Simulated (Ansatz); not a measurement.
Take BaTiO₃ in the cubic perovskite structure (space group Pm-3m, No. 221; a = 3.970 Å) as the base.

Structures relaxed with PBEsol in Ansatz (plane waves to 420 eV, PAW, no spin-orbit coupling).

Base:

Simulated powder pattern, Cu Kα1, λ = 1.54056 Å (kinematic, ideal powder, no thermal factors, no anomalous dispersion; the 8 strongest lines at most, above 2 %, up to 2θ = 90°):

| 2θ (°) | I/Imax (%) | hkl |
|---|---|---|
| 22.38 | 19 | (100) |
| 31.85 | 100 | (110) |
| 39.28 | 25 | (111) |
| 45.67 | 35 | (200) |
| 51.43 | 10.0 | (210) |
| 56.75 | 38 | (211) |
| 66.57 | 20 | (220) |
| 75.70 | 16 | (310) |

After one change:

Simulated powder pattern, Cu Kα1, λ = 1.54056 Å (kinematic, ideal powder, no thermal factors, no anomalous dispersion; the 8 strongest lines at most, above 2 %, up to 2θ = 90°):

| 2θ (°) | I/Imax (%) |
|---|---|
| 22.29 | 19 |
| 31.73 | 100 |
| 39.12 | 25 |
| 45.49 | 35 |
| 51.22 | 10.0 |
| 56.52 | 38 |
| 66.29 | 20 |
| 75.36 | 16 |

Question: Which of these changes matches the shifts?
(A) pressure 9 GPa
(B) pressure 18 GPa
(C) pressure −2 GPa
(D) pressure 60 GPa

Answer: C, pressure −2 GPa. Its volume per atom is 12.66 Å³ against 12.51 Å³, and its space group is Pm-3m (No. 221).

Load acts through the strain it causes; cell and atoms are relaxed under it. No phonon test of stability was made. Competing high-pressure phases were not computed. The final runs are not spin-polarised. Many cubic perovskites are stable only at high temperature; tilts and polar distortions were not tested. This is not the structure that BaTiO3 has at room temperature and ambient pressure.

Ansatz is a quantum-chemistry and plane-wave program.
